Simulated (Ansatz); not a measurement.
# How a calculation on CoBi (Fm-3m, 2 atoms in the cell) responds to its settings

```cif
data_BiCo
_chemical_formula_sum 'Bi1 Co1'
_space_group_name_H-M_alt 'P 1'
_space_group_IT_number 1
_cell_length_a 4.00530
_cell_length_b 4.00530
_cell_length_c 4.00530
_cell_angle_alpha 60.000
_cell_angle_beta 60.000
_cell_angle_gamma 60.000
loop_
_space_group_symop_operation_xyz
  'x, y, z'
loop_
_atom_site_label
_atom_site_type_symbol
_atom_site_fract_x
_atom_site_fract_y
_atom_site_fract_z
_atom_site_occupancy
Bi1 Bi 0.00000 0.00000 0.00000 1
Co1 Co 0.50000 0.50000 0.50000 1
```
Moments meant for the start (each program seeds them in its own way; μB, in the order of the atoms Bi Co): 0.0 3.0.

Base run A: PBE run with Ansatz (a first-principles code), self-consistent single point.

Its settings: kpoints.mp_grid.grid = 10 10 10; hamiltonian.xc = pbe; hamiltonian.pseudopotentials = {kind: paw} (the program's default PAW files); magnetization.spin_polarized = true; scf.occupations.method = gaussian; scf.occupations.width = 0.0073 Ry.

The starting cell was generated: these elements placed on a structure prototype, without a prior relaxation; it need not be a known phase or ordering of this composition. With one magnetic atom in the cell only a parallel order is possible. In the base run, with a pressure of about -7 GPa the cell is away from its equilibrium volume at this level. Ansatz's pressure includes its estimate of the finite-basis (Pulay) stress.

ΔF is the free energy per atom less that of run A. 

```tsv
run	scf.mixing.algorithm, scf.mixing.beta	ΔF (meV/atom)	pressure (GPa)	size of the net moment (μB/atom)	iterations
A	default (the program chose MSR1), default	0.00	-7.44	0.57	15
B	anderson, 0.02	0.00	-7.44	0.57	47
C	anderson, 0.05	0.00	-7.44	0.57	48
D	anderson, 0.1	0.00	-7.44	0.57	28
E	anderson, 0.2	0.00	-7.44	0.57	27
F	anderson, 0.3	0.00	-7.44	0.57	22
G	anderson, 0.5	0.00	-7.44	0.57	15
H	anderson, 0.7	0.00	-7.44	0.57	17
I	anderson, 0.9	0.00	-7.44	0.57	18
J	anderson, 1	0.00	-7.44	0.57	17
```

Runs B, C, D, E, F, G, H, I, J reached the same state as A (within 1 meV/atom and 0.1 μB a site). The fewest iterations to that state were 15 (A, G); the most were 48.

Keys are those of Ansatz 0.2.
